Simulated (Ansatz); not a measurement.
Input for (Ti,Si)O2 alloy cell TiO16Si7 (anatase start):

Ansatz 0.2 input:
```yaml
crystal:
  lattice:
    - [-1.774568771, -5.330829604, 4.3226579]
    - [5.330829777, 1.774568903, 4.322658118]
    - [-5.328719303, 5.328719414, 4.318211862]
  atoms:
    - { symbol: Si, position: [0.62455416, 0.12555218, 0.251626305] }
    - { symbol: Si, position: [-0.005939789, 0.005939859, 0.000000001] }
    - { symbol: Si, position: [0.505690444, 0.494309603, 0.000000158] }
    - { symbol: Si, position: [0.874447662, 0.375445547, 0.748373919] }
    - { symbol: Si, position: [0.246000276, 0.245390902, 0.496723013] }
    - { symbol: Si, position: [0.75460901, 0.753999499, 0.503277275] }
    - { symbol: Ti, position: [0.12660018, 0.625533956, 0.247580205] }
    - { symbol: Ti, position: [0.374466254, 0.87339986, 0.752419951] }
    - { symbol: Si, position: [0.623715342, 0.376284871, 0.499999971] }
    - { symbol: Si, position: [-0.004413625, 0.245071802, 0.249054825] }
    - { symbol: Si, position: [0.507791284, 0.752928197, 0.251964766] }
    - { symbol: Si, position: [0.872230817, 0.624465952, -0.004508648] }
    - { symbol: Si, position: [0.247071653, 0.492208653, 0.748035165] }
    - { symbol: Si, position: [0.754928108, 0.004413664, 0.750945227] }
    - { symbol: Si, position: [0.123756791, 0.876243197, 0.499999924] }
    - { symbol: Si, position: [0.3755342, 0.127769297, 0.004508642] }
    - { symbol: O, position: [0.781306562, 0.531844557, 0.60461341] }
    - { symbol: O, position: [0.151805988, 0.393437232, 0.356593316] }
    - { symbol: O, position: [0.661590378, 0.908508409, 0.354387468] }
    - { symbol: O, position: [0.023994277, 0.785773154, 0.094906812] }
    - { symbol: O, position: [0.40492321, 0.640502746, 0.855800021] }
    - { symbol: O, position: [0.907810423, 0.160768571, 0.854680014] }
    - { symbol: O, position: [0.275316851, 0.035870311, 0.597608741] }
    - { symbol: O, position: [0.531879254, 0.282890449, 0.107846188] }
    - { symbol: O, position: [0.779090773, 0.280711145, 0.35449671] }
    - { symbol: O, position: [0.153345102, 0.156458102, 0.108558599] }
    - { symbol: O, position: [0.661123629, 0.658937955, 0.100649824] }
    - { symbol: O, position: [0.029443989, 0.529942708, 0.851905644] }
    - { symbol: O, position: [0.403777501, 0.401839378, 0.603121475] }
    - { symbol: O, position: [0.912077741, 0.912881783, 0.607437359] }
    - { symbol: O, position: [0.295904916, 0.79339583, 0.362226765] }
    - { symbol: O, position: [0.54418442, 0.044855337, 0.863996725] }
    - { symbol: O, position: [0.206604228, 0.704094981, 0.637773151] }
    - { symbol: O, position: [0.598160787, 0.596222401, 0.396878613] }
    - { symbol: O, position: [0.087118035, 0.087922439, 0.39256261] }
    - { symbol: O, position: [0.47005762, 0.970556046, 0.14809427] }
    - { symbol: O, position: [0.843541963, 0.846654974, 0.891441258] }
    - { symbol: O, position: [0.34106198, 0.338876363, 0.89934997] }
    - { symbol: O, position: [0.719289224, 0.220909044, 0.645503134] }
    - { symbol: O, position: [0.955144547, 0.455815937, 0.136003359] }
    - { symbol: O, position: [0.468155483, 0.218693539, 0.395386629] }
    - { symbol: O, position: [0.839231477, 0.09218941, 0.145320159] }
    - { symbol: O, position: [0.359497054, 0.595077084, 0.144199959] }
    - { symbol: O, position: [0.717109527, 0.468120941, 0.892153949] }
    - { symbol: O, position: [0.091491432, 0.338409431, 0.64561242] }
    - { symbol: O, position: [0.606562802, 0.848193984, 0.643406435] }
    - { symbol: O, position: [0.964129458, 0.724682952, 0.402391117] }
    - { symbol: O, position: [0.214226759, 0.976005718, 0.905093151] }
basis:
  ecutwfc: 420
  ecutrho_ratio: 4
  xc_grid: 2
kpoints:
  mp_grid: { grid: [3, 3, 3] }
hamiltonian:
  xc: pbe
  dispersion: none
  pseudopotentials: { kind: paw }
scf:
  n_extra_bands: 20
  occupations: { method: fermi_dirac, width: 0.01 }
output:
  forces: true
  stress: true
  eigenstates:
    kpoints:
      - [0.0, 0.0, 0.0]
      - [-0.5, -0.5, 0.0]
      - [0.0, 0.0, -0.5]
      - [-0.5, -0.5, -0.5]
    e_range: [-4.0, 6.0]
    localisation: true
relax:
  f_tol: 0.03
  max_steps: 90
  cell: { stress_tol: 0.15 }
```

All values below come from PBE (plane waves to 420 eV, PAW; Ansatz, a quantum-chemistry and plane-wave program). Scalar-relativistic, without spin–orbit coupling; the runs are not spin-polarised. Its k-point mesh 3×3×3, Fermi–Dirac width 0.01 eV.

Question: Write the closing report of this run, without the band table and long remarks, to eight decimals at most.

Answer: 
```
SCF converged after 5 iterations
Free energy (F): -32103.386734 eV
Harris-Foulkes:  -32103.386734 eV  (|F-HF|=2.31e-9)
Internal energy: -32103.386734 eV  (E = F + TS)
E sigma→0 (E₀):  -32103.386734 eV
Fermi energy:    9.363221 eV
--- Per-component energies (eV) ---
  E_band       = -411.513810
  E_kinetic    = 6912.526261
  E_local      = -13876.721017  (includes V_loc(G=0)·N_el)
  E_nonlocal   = 1844.380531
  E_hartree    = 5106.942469
  E_xc         = -3366.138966
  E_vxc        = -3967.226228  (∫ρ·V_xc dr)
  E_paw        = -14348.959756  (= ΣΔE_a)
  E_vpaw       = -1538.440222  (= ΣTr[D̂ρ^β])
  E_aug_tail   = 0.081535  (compensation charges beyond the density's cutoff)
  E_ewald      = -14375.497791
  E_smearing   = 0.000000  (= −TS)
  E_closure    = 0.000000  (closes the sum)
  Σ components = -32103.386734   (vs F -32103.386734, Δ=0.00e0)
--- Forces (eV/Å), atoms counted from 1 ---
  atom   1  Si    -0.00223206     0.01106725     0.00451886
  atom   2  Si    -0.00142710    -0.00142710     0.00000000
  atom   3  Si     0.00253693     0.00253693    0.00000000
  atom   4  Si     0.01106725    -0.00223206    -0.00451886
  atom   5  Si    -0.00171545    -0.00067210     0.02295352
  atom   6  Si    -0.00067210    -0.00171545    -0.02295352
  atom   7  Ti     0.00465220    -0.01352301     0.02439024
  atom   8  Ti    -0.01352301     0.00465220    -0.02439024
  atom   9  Si     0.00366091     0.00366091    0.00000000
  atom  10  Si     0.00044458     0.00760945     0.00658472
  atom  11  Si    -0.00629596     0.01079256     0.00059766
  atom  12  Si    -0.00345951     0.00018265    -0.00533352
  atom  13  Si     0.01079256    -0.00629596    -0.00059766
  atom  14  Si     0.00760945     0.00044458    -0.00658472
  atom  15  Si    -0.01067055    -0.01067055     0.00000000
  atom  16  Si     0.00018265    -0.00345951     0.00533352
  atom  17  O      0.00114508    -0.00000432     0.00472195
  atom  18  O     -0.00552138     0.00085548    -0.00947991
  atom  19  O     -0.00281484    -0.00013089    -0.00003905
  atom  20  O      0.00175704     0.00059894    -0.00174549
  atom  21  O      0.00807028     0.00203807     0.00582732
  atom  22  O     -0.00566056    -0.00063040     0.00462010
  atom  23  O      0.00245573     0.00113747    -0.00302638
  atom  24  O     -0.00122813    -0.00229997     0.00005946
  atom  25  O      0.00044554    -0.00662280    -0.00208708
  atom  26  O     -0.00366360     0.00203783    -0.00024539
  atom  27  O      0.00233501    -0.00258955    -0.00014252
  atom  28  O     -0.00295129     0.00446261     0.00068936
  atom  29  O      0.00042552    -0.00001244    -0.00499704
  atom  30  O      0.00051567    -0.00131339     0.00353812
  atom  31  O      0.00304907     0.00327552    -0.00019614
  atom  32  O      0.00035614    -0.00047652     0.00640752
  atom  33  O      0.00327552     0.00304907     0.00019614
  atom  34  O     -0.00001244     0.00042552     0.00499704
  atom  35  O     -0.00131339     0.00051567    -0.00353812
  atom  36  O      0.00446261    -0.00295129    -0.00068936
  atom  37  O      0.00203783    -0.00366360     0.00024539
  atom  38  O     -0.00258955     0.00233501     0.00014252
  atom  39  O     -0.00662280     0.00044554     0.00208708
  atom  40  O     -0.00047652     0.00035614    -0.00640752
  atom  41  O     -0.00000432     0.00114508    -0.00472195
  atom  42  O     -0.00063040    -0.00566056    -0.00462010
  atom  43  O      0.00203807     0.00807028    -0.00582732
  atom  44  O     -0.00229997    -0.00122813    -0.00005946
  atom  45  O     -0.00013089    -0.00281484     0.00003905
  atom  46  O      0.00085548    -0.00552138     0.00947991
  atom  47  O      0.00113747     0.00245573     0.00302638
  atom  48  O      0.00059894     0.00175704     0.00174549
  max |Σ_I F_I| component: 8.28e-6 eV/Å
--- Stress (GPa, compression-positive) ---
        0.121905      -0.007092      -0.002019
       -0.007092       0.121905       0.002019
       -0.002019       0.002019       0.061576
  P = ⅓ Tr σ = 0.1018 GPa (1.018 kbar)
--- Relaxed structure (5 steps of the walk, 5 accepted, 1 SCFs on fresh bases) ---
  F+E_penalty+E_count = -32103.38673406 eV   max|allowed force component| = 2.439e-2 eV/Å   (the final SCF, on the basis selected at the relaxed cell)
  cell:  # Å, volume = 440.7464 Å³
    - [-1.77987307, -5.34689537, 4.33847564]
    - [5.34689537, 1.77987308, 4.33847564]
    - [-5.34547408, 5.34547409, 4.33453130]
  atoms:
    - { symbol: Si, position: [0.62432692, 0.12579306, 0.25202581] }
    - { symbol: Si, position: [-0.00438613, 0.00438613, 0.0] }
    - { symbol: Si, position: [0.50426803, 0.49573197, 0.0] }
    - { symbol: Si, position: [0.87420694, 0.37567308, 0.74797419] }
    - { symbol: Si, position: [0.24496319, 0.24468217, 0.49654201] }
    - { symbol: Si, position: [0.75531783, 0.75503681, 0.50345799] }
    - { symbol: Ti, position: [0.12573043, 0.62401384, 0.24749490] }
    - { symbol: Ti, position: [0.37598616, 0.87426957, 0.75250510] }
    - { symbol: Si, position: [0.62330739, 0.37669261, 0.5] }
    - { symbol: Si, position: [-0.00531328, 0.24412425, 0.24865861] }
    - { symbol: Si, position: [0.50755552, 0.75335079, 0.25221242] }
    - { symbol: Si, position: [0.87186691, 0.62454189, -0.00524282] }
    - { symbol: Si, position: [0.24664921, 0.49244448, 0.74778758] }
    - { symbol: Si, position: [0.75587575, 0.00531328, 0.75134139] }
    - { symbol: Si, position: [0.12438487, 0.87561513, 0.50000000] }
    - { symbol: Si, position: [0.37545811, 0.12813309, 0.00524282] }
    - { symbol: O, position: [0.77949321, 0.53044521, 0.60311422] }
    - { symbol: O, position: [0.14904797, 0.39126009, 0.35422390] }
    - { symbol: O, position: [0.66006279, 0.90727360, 0.35390561] }
    - { symbol: O, position: [0.02300211, 0.78120568, 0.09247271] }
    - { symbol: O, position: [0.40117180, 0.63845682, 0.85370585] }
    - { symbol: O, position: [0.90806871, 0.15947900, 0.85377630] }
    - { symbol: O, position: [0.27336003, 0.03310163, 0.59744048] }
    - { symbol: O, position: [0.52951679, 0.28255975, 0.10743806] }
    - { symbol: O, position: [0.77783398, 0.27948617, 0.35310401] }
    - { symbol: O, position: [0.15087371, 0.15469713, 0.10870219] }
    - { symbol: O, position: [0.66093458, 0.65806722, 0.09897815] }
    - { symbol: O, position: [0.02739677, 0.52894633, 0.85010406] }
    - { symbol: O, position: [0.40133983, 0.40054261, 0.60199588] }
    - { symbol: O, position: [0.91157992, 0.91127924, 0.60622939] }
    - { symbol: O, position: [0.29331687, 0.79082491, 0.36109161] }
    - { symbol: O, position: [0.54292144, 0.04249285, 0.86346644] }
    - { symbol: O, position: [0.20917509, 0.70668313, 0.63890839] }
    - { symbol: O, position: [0.59945739, 0.59866017, 0.39800412] }
    - { symbol: O, position: [0.08872076, 0.08842008, 0.39377061] }
    - { symbol: O, position: [0.47105367, 0.97260323, 0.14989594] }
    - { symbol: O, position: [0.84530287, 0.84912629, 0.89129781] }
    - { symbol: O, position: [0.34193278, 0.33906542, 0.90102185] }
    - { symbol: O, position: [0.72051383, 0.22216602, 0.64689599] }
    - { symbol: O, position: [0.95750715, 0.45707856, 0.13653356] }
    - { symbol: O, position: [0.46955479, 0.22050679, 0.39688578] }
    - { symbol: O, position: [0.84052100, 0.09193129, 0.14622370] }
    - { symbol: O, position: [0.36154318, 0.59882820, 0.14629415] }
    - { symbol: O, position: [0.71744025, 0.47048321, 0.89256194] }
    - { symbol: O, position: [0.09272640, 0.33993721, 0.64609439] }
    - { symbol: O, position: [0.60873991, 0.85095203, 0.64577610] }
    - { symbol: O, position: [0.96689837, 0.72663997, 0.40255952] }
    - { symbol: O, position: [0.21879432, 0.97699789, 0.90752729] }
```

Cost: around 10 core-minutes (rough).
